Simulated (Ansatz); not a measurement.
Defect migration in zinc-blende BP: B vacancy, charge state -3. Calculation: PBE, PAW (plane waves to 420 eV; Ansatz, a program for electronic structure).

Cell of 64 host sites held at the relaxed PBE lattice; a 2×2×2 k-point mesh shifted by half a step; Fermi-Dirac width 0.01 eV, spin-restricted; finite-size errors left in. Static, classical nuclei. The charge state is imposed; whether it is stable for some Fermi level was not computed. Forms of the defect that were not tried may lie lower.

Barriers: single points on a 3×3×3 k-point mesh shifted by half a step at the bands' geometries.

The step: one B atom jumps into the vacancy from a nearby B site. Atoms about the jump, Cartesian Å from the middle of the jump, before and after:

| atom | x0 | y0 | z0 | x1 | y1 | z1 |
|---|---|---|---|---|---|---|
| B1 | 0.00 | -1.12 | 1.12 | 0.00 | 1.12 | -1.12 |
| P2 | 1.06 | 0.05 | -0.05 | 1.06 | -0.05 | 0.05 |
| P3 | -1.16 | 0.01 | 2.26 | -1.12 | -0.05 | 2.23 |
| P4 | -1.12 | 2.23 | -0.05 | -1.16 | 2.26 | 0.01 |
| P5 | -1.16 | -2.26 | -0.01 | -1.12 | -2.23 | 0.05 |
| P6 | -1.12 | 0.05 | -2.23 | -1.16 | -0.01 | -2.26 |
| B7 | -2.29 | 1.17 | 1.12 | -2.29 | 1.12 | 1.17 |
| B8 | -2.29 | -1.12 | -1.17 | -2.29 | -1.17 | -1.12 |
| P9 | -3.42 | 0.01 | -0.01 | -3.42 | -0.01 | 0.01 |
| B10 | 2.24 | 1.11 | 1.12 | 2.24 | 1.12 | 1.11 |
| B11 | 2.24 | -1.12 | -1.11 | 2.24 | -1.11 | -1.12 |
| P12 | 1.10 | -2.27 | 2.27 | 1.06 | -2.23 | 2.23 |
| P13 | 1.06 | 2.23 | -2.23 | 1.10 | 2.27 | -2.27 |
| P14 | 1.10 | 2.27 | 2.26 | 1.10 | 2.26 | 2.27 |
| P15 | 1.10 | -2.26 | -2.27 | 1.10 | -2.27 | -2.26 |
| B16 | -0.03 | 1.14 | 3.41 | -0.06 | 1.12 | 3.41 |
| B17 | -0.06 | 3.41 | 1.12 | -0.03 | 3.41 | 1.14 |
| B18 | -0.03 | -3.41 | -1.14 | -0.06 | -3.41 | -1.12 |
| B19 | -0.06 | -1.12 | -3.41 | -0.03 | -1.14 | -3.41 |
| B20 | -2.30 | -1.13 | 3.41 | -2.29 | -1.11 | 3.41 |
| B21 | -2.30 | -3.41 | 1.13 | -2.29 | -3.41 | 1.11 |
| B22 | -2.29 | 3.41 | -1.11 | -2.30 | 3.41 | -1.13 |
| B23 | -2.29 | 1.11 | -3.41 | -2.30 | 1.13 | -3.41 |

Where do these atoms stand at the saddle point, and how high is it?


```tsv
atom	x	y	z
B1	-0.44	0.01	0.01
P2	1.38	-0.01	0.01
P3	-1.15	0.07	2.15
P4	-1.15	2.16	0.07
P5	-1.15	-2.14	-0.07
P6	-1.15	-0.06	-2.15
B7	-2.42	1.21	1.21
B8	-2.42	-1.20	-1.21
P9	-3.47	0.01	0.00
B10	2.33	1.17	1.17
B11	2.33	-1.16	-1.17
P12	1.02	-2.20	2.21
P13	1.02	2.21	-2.21
P14	1.14	2.28	2.28
P15	1.14	-2.27	-2.28
B16	-0.03	1.15	3.39
B17	-0.03	3.39	1.14
B18	-0.03	-3.38	-1.14
B19	-0.03	-1.14	-3.39
B20	-2.24	-1.11	3.36
B21	-2.24	-3.35	1.12
B22	-2.24	3.36	-1.12
B23	-2.24	1.12	-3.36
```
It lies 3.22 eV above the start and 3.22 eV above the end. The saddle point's order was not checked, and it lies on a symmetry element of the cell, where a band can be held.
